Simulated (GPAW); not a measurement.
# A short convergence ladder for ScPd₃ (P4mm, 4 atoms in the cell)

```yaml
crystal:
  lattice:
    - [3.99955, 0.00000, 0.00000]
    - [0.00000, 3.99955, 0.00000]
    - [0.00000, 0.00000, 3.99955]
  atoms:
    - { symbol: Sc, position: [0.00000, 0.00000, 0.01250] }
    - { symbol: Pd, position: [0.50000, 0.50000, 0.00000] }
    - { symbol: Pd, position: [0.00000, 0.50000, 0.50000] }
    - { symbol: Pd, position: [0.50000, 0.00000, 0.50000] }
```

Base method: PBEsol, GPAW PAW datasets PBEsol (made by gpaw-setup) (plane waves; GPAW).

Base settings: mode = pw; ecut = 850 eV; xc = PBEsol; kpts = 4 4 4; mesh shift (steps) = 0 0 0; occupations.name = methfessel-paxton; occupations.width = 0.1 eV; occupations.order = 0; nbands = -10; convergence.density = 1e-05 e/electron.

The count of work is k-points × plane waves × bands × iterations; it is no time. Core times come from one kind of shared machine, to one figure; runs under 30 s give none.

**The k-point mesh**

Only quantities that move along the ladder and can be compared are tabulated.

```csv
kpts,free energy less the last step's (meV/atom),pressure (GPa),largest difference of a force vector from the last step's (eV/Å),count of work / last,core time / last (rough)
2 2 2,-5.85,-4.81,0.044,0.11,0.2
3 3 3,7.63,-5.97,0.017,0.10,0.2
4 4 4,-20.72,-6.08,0.007,0.40,0.5
6 6 6,0.00,-6.12,0.000,1.0,1
```

Coarsest kpts that holds the free energy within 5 meV/atom: not settled: the last two steps still differ by 21 meV/atom, over half the tolerance, so the ladder does not show it.

Coarsest kpts that holds the pressure within 0.5 GPa of the last step, with all finer ones: 3 3 3, at 0.10 of the last step's count of work and about 0.2 of the last step's time; the step before is off by 1.3 GPa.

On the base run: the starting cell comes from a database of computed structures (which also holds hypothetical and non-ambient phases and stackings), without a prior relaxation at this level. Its lattice was rescaled by up to half a per cent. One atom was moved a little off its site on purpose. Spin polarisation is off. In the base run, with a pressure of about -6 GPa the cell is away from its equilibrium volume at this level. Without a gap this mesh is coarse (it stands for a supercell whose shortest vector is 16 Å).
